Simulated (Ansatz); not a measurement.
**Effect of uniaxial strain ε_zz = −3.00 % on W**

Take W in the bcc (W type) structure (space group Im-3m, No. 229; a = 3.169 Å; relaxed with 0.1 eV smearing) as the base. Axes: x, y, z lie along the cube axes.

Modification: uniaxial strain ε_zz = −3.00 %, all other strain components held at zero; the atoms relax in the strained cell.

Method: r2SCAN (Ansatz, an electronic-structure program, PAW, scalar-relativistic without spin-orbit coupling). Settings: 29×29×29 k-points, 0.1 eV Fermi–Dirac smearing.

The volume per atom drops by 0.48 Å³, from 15.91 Å³ to 15.43 Å³ and the space group changes from Im-3m (No. 229) to I4/mmm (No. 139). The shortest interatomic distance decreases by 0.027 Å to 2.717 Å and the energy grows by 26 meV/atom. The band gap stays zero and the stress (xx, yy, zz, yz, xz, xy; compression positive) comes out as (6.7, 6.7, 18.2, 0.0, 0.0, 0.0) GPa.

Final structure:

```yaml
crystal:
  lattice:
    - [-1.58442, 1.58442, 1.53688]
    - [1.58442, -1.58442, 1.53688]
    - [1.58442, 1.58442, -1.53688]
  atoms:
    - { symbol: W, position: [0.00000, 0.00000, 0.00000] }
```

Cost of the whole job for the changed cell (relaxation, final SCF and bands): very roughly 90 core-seconds.

Whether these cells are dynamically stable was not tested. All final runs are without spin polarisation.
